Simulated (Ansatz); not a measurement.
ScOF (P4/nmm, No. 129, 6 atoms in the cell; start mp-989178) was calculated with PBE0 (plane waves, PAW; Ansatz, a program for electronic structure).

Numerical settings: plane-wave cutoff 460 eV, 6×6×4 k mesh (along the axes of the cell as run), Fermi–Dirac smearing 0.01 eV, scalar-relativistic PAW data made under PBE.

Cell (relaxed with PBEsol):

```cif
data_F2O2Sc2
_chemical_formula_sum 'Sc2 O2 F2'
_space_group_name_H-M_alt 'P4/nmm :1'
_space_group_IT_number 129
_space_group_name_Hall 'P 4ab 2ab -1ab'
_cell_length_a 3.57745
_cell_length_b 3.57745
_cell_length_c 5.09436
_cell_angle_alpha 90.000
_cell_angle_beta 90.000
_cell_angle_gamma 90.000
loop_
_space_group_symop_operation_xyz
  'x, y, z'
  '-y+1/2, x+1/2, z'
  '-x, -y, z'
  'y+1/2, -x+1/2, z'
  'x+1/2, -y+1/2, -z'
  '-y, -x, -z'
  '-x+1/2, y+1/2, -z'
  'y, x, -z'
  '-x+1/2, -y+1/2, -z'
  'y, -x, -z'
  'x+1/2, y+1/2, -z'
  '-y, x, -z'
  '-x, y, z'
  'y+1/2, x+1/2, z'
  'x, -y, z'
  '-y+1/2, -x+1/2, z'
loop_
_atom_site_label
_atom_site_type_symbol
_atom_site_symmetry_multiplicity
_atom_site_Wyckoff_symbol
_atom_site_fract_x
_atom_site_fract_y
_atom_site_fract_z
_atom_site_occupancy
Sc1 Sc 2 c 0.00000 0.50000 0.29277 1
O1 O 2 b 0.50000 0.50000 0.50000 1
F1 F 2 a 0.00000 0.00000 0.00000 1
```

### Question
Give the computed band gap, smallest direct gap on the k points sampled and Γ–Γ gap.

### Answer

band gap: 7.11 eV (indirect)
smallest direct gap on the k points sampled: 7.18 eV
Γ–Γ gap: 7.35 eV

Note: cell and atoms aren't relaxed at this level (largest force component 0.13 eV/Å, pressure 2.0 GPa).

Static lattice: no zero-point or thermal effects.

A start named mp-… is a Materials Project structure, which need not be a measured phase.
